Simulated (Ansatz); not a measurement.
Defect migration in silicon: interstitial P, charge state +1. Level of theory: PBE, PAW (plane waves to 420 eV; Ansatz, a quantum-chemistry and plane-wave program).

64-site cell at the relaxed PBE lattice, a 2×2×2 k-point mesh shifted by half a step, smearing 0.01 eV, spin-restricted, no finite-size correction. Energies are static. The charge state is imposed; whether it is stable for some Fermi level was not computed. Sites that were not tried may lie lower.

Barriers: single points on a 3×3×3 k-point mesh shifted by half a step at the bands' geometries.

The step: a direct jump of one P atom; the atom moves 1.93 Å along (0.00, -0.25, 0.25) of the unit cell; the moving atom starts with neighbours 6 Si at 2.39 Å and ends with 6 Si at 2.39 Å.

**Question.** Give the migration barrier of this step at the level PBE, PAW.

**Answer.** 0.73 eV, the same both ways. At the saddle the moving atom has neighbours Si at 2.16, 2 Si at 2.30 Å. The saddle point's order was not checked, and it lies on a symmetry element of the cell, where a band can be held.
